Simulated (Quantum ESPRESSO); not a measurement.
## Parameter sweep on LaSe₂ (P4/nmm, 6 atoms in the cell)

```yaml
crystal:
  lattice:
    - [4.22502, 0.00000, 0.00000]
    - [0.00000, 4.22502, 0.00000]
    - [0.00000, 0.00000, 8.69487]
  atoms:
    - { symbol: La, position: [0.00000, 0.50000, 0.72471] }
    - { symbol: La, position: [0.50000, 0.00000, 0.27529] }
    - { symbol: Se, position: [0.00000, 0.50000, 0.36564] }
    - { symbol: Se, position: [0.50000, 0.00000, 0.63436] }
    - { symbol: Se, position: [0.00000, 0.00000, 0.00000] }
    - { symbol: Se, position: [0.50000, 0.50000, 0.00000] }
```

Base run A: PBEsol, GBRV 1.5 ultrasoft (PBESOL) pseudopotentials in Quantum ESPRESSO 7.5, self-consistent single point.

Its settings: ecutwfc = 40 Ry; ecutrho = 200 Ry; occupations = smearing; smearing = methfessel-paxton; degauss = 0.0073499 Ry; potentials = {La: la_pbesol_v1.uspp.F.UPF, Se: se_pbesol_v1.uspp.F.UPF}; K_POINTS = automatic 6 6 3 0 0 0; conv_thr = 1e-09 Ry; mixing_beta = 0.4.

The starting cell comes from a database of computed structures (which also holds hypothetical and non-ambient phases and stackings), without a prior relaxation at this level. In the base run, with a pressure of about -3 GPa the cell is away from its equilibrium volume at this level.

Run A gave: pressure (GPa) -3.00; largest force (eV/Å) 0.041.

Runs:
- B: pseudopotentials: {La: la_pbesol_v1.uspp.F.UPF, Se: se_pbesol_v1.uspp.F.UPF} → {La: la_lda_v1.uspp.F.UPF, Se: se_lda_v1.uspp.F.UPF} [LDA (PZ)]
- C: pseudopotentials: {La: la_pbesol_v1.uspp.F.UPF, Se: se_pbesol_v1.uspp.F.UPF} → {La: la_pbe_v1.uspp.F.UPF, Se: se_pbe_v1.uspp.F.UPF}; input_dft: default → blyp [BLYP]
- D: pseudopotentials: {La: la_pbesol_v1.uspp.F.UPF, Se: se_pbesol_v1.uspp.F.UPF} → {La: la_pbe_v1.uspp.F.UPF, Se: se_pbe_v1.uspp.F.UPF}; input_dft: default → wc [Wu-Cohen GGA]
- E: pseudopotentials: {La: la_pbesol_v1.uspp.F.UPF, Se: se_pbesol_v1.uspp.F.UPF} → {La: la_pbe_v1.uspp.F.UPF, Se: se_pbe_v1.uspp.F.UPF}; input_dft: default → vdw-df2 [vdW-DF2]
- F: pseudopotentials: {La: la_pbesol_v1.uspp.F.UPF, Se: se_pbesol_v1.uspp.F.UPF} → {La: la_pbe_v1.uspp.F.UPF, Se: se_pbe_v1.uspp.F.UPF}; input_dft: default → vdw-df-cx [vdW-DF-cx]
- G: pseudopotentials: {La: la_pbesol_v1.uspp.F.UPF, Se: se_pbesol_v1.uspp.F.UPF} → {La: la_pbe_v1.uspp.F.UPF, Se: se_pbe_v1.uspp.F.UPF}; input_dft: default → rvv10 [rVV10]

What does run F change against A?

The pressure goes from -3.00 to -2.28 GPa and the largest force goes from 0.041 to 0.063 eV/Å.

What does run E change against A?

The pressure goes from -3.00 to 7.26 GPa and the largest force goes from 0.041 to 0.050 eV/Å.

| run | pressure (GPa) | largest force (eV/Å) |
|---|---|---|
| A | -3.00 | 0.041 |
| B | -4.66 | 0.042 |
| C | 4.84 | 0.038 |
| D | -2.74 | 0.035 |
| E | 7.26 | 0.050 |
| F | -2.28 | 0.063 |
| G | 2.16 | 0.022 |

Left out of this page: 3 runs of the series held back from this collection.
